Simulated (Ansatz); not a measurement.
Rb₂SnBr₆ (Fm-3m, No. 225, 9 atoms in the cell; start COD 7717852), treated with PBEsol (Ansatz, an electronic-structure program, plane waves, PAW).

Numerical settings: plane-wave cutoff 520 eV, 6×6×6 k mesh, Fermi–Dirac smearing 0.01 eV, scalar-relativistic PAW data made under PBE.

Cell (measured lattice):

```
Rb2SnBr6
1.0
    0.00000     5.28835     5.28835
    5.28835     0.00000     5.28835
    5.28835     5.28835     0.00000
Sn Rb Br
1 2 6
Direct
  0.50000   0.50000   0.50000
  0.75000   0.75000   0.75000
  0.25000   0.25000   0.25000
  0.74540   0.74540   0.25460
  0.25460   0.25460   0.74540
  0.74540   0.25460   0.74540
  0.25460   0.74540   0.25460
  0.25460   0.74540   0.74540
  0.74540   0.25460   0.25460
```

### Question
Estimate the band gap that the calculation returns.

### Answer

- band gap: 1.23 eV

Note: the file's cell can be that of a phase stable at another temperature; cell and atoms aren't relaxed at this level (pressure 0.6 GPa).

Spin–orbit coupling is not included.

Static lattice: no zero-point or thermal effects.
